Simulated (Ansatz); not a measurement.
Take NaCl in the rock salt structure (space group Fm-3m, No. 225; a = 5.601 Å) as the base.

Structures relaxed with PBEsol (Ansatz, a first-principles code, PAW, scalar-relativistic without spin-orbit coupling).

Base:

Simulated powder pattern, Co Kα, λ = 1.79026 Å (kinematic, ideal powder, no thermal factors, no anomalous dispersion; the 8 strongest lines at most, above 2 %, up to 2θ = 90°):

```tsv
2θ (°)	I/Imax (%)	hkl
32.14	8.2	(111)
37.28	100	(200)
53.74	64	(220)
67.22	21	(222)
79.47	9.3	(400)
```

It is then changed as follows: the cell is scaled by 0.9700 in all directions, atoms relaxed at fixed cell.

After the change:

Simulated powder pattern, Co Kα, λ = 1.79026 Å (kinematic, ideal powder, no thermal factors, no anomalous dispersion; the 8 strongest lines at most, above 2 %, up to 2θ = 90°):

```tsv
2θ (°)	I/Imax (%)	hkl
33.16	8.0	(111)
38.48	100	(200)
55.55	63	(220)
69.60	20	(222)
82.44	9.3	(400)
```

The indices refer to the base's conventional cell; one index is shown for lines that coincide.

The cells carry an imposed strain or load. Stability against distortions was not tested.
